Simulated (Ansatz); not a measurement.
**Hypothetical Fm-3m WTe2 under a change: 1 layer**

The reference is WTe2 (space group Fm-3m, No. 225; a = 6.5690 Å; a hypothetical phase, not in the database extracts checked). Axes: x, y, z lie along the cube axes.

Modification: a free-standing slab of 1 layer (3 atoms, 3 a layer) is cut normal to [111], with 15 Å of vacuum and the in-plane cell held at bulk.

Level of theory: PBEsol (Ansatz, a program for electronic structure, PAW, no spin-orbit coupling). Γ-centred 12×12×1 mesh, Fermi–Dirac width 0.05 eV, for the changed cell.

```tsv
quantity	base	changed	shift
layer's space group (with vacuum)	–	P-3m1 (No. 164)	–
shortest interatomic distance	2.844 Å	2.841 Å	-0.003 Å
band gap	zero	zero	–
thickness between the outermost nuclei	–	1.88 Å	–
change of the spacing d12 from its bulk value of 0.948 Å	–	-1.0 %	–
```

Spin-orbit coupling, missing from the scalar runs, can matter with Te and W. Stability against distortions was not tested. The final runs are not spin-polarised. WTe2 has a high density of states at the Fermi level and may be magnetic at this level.
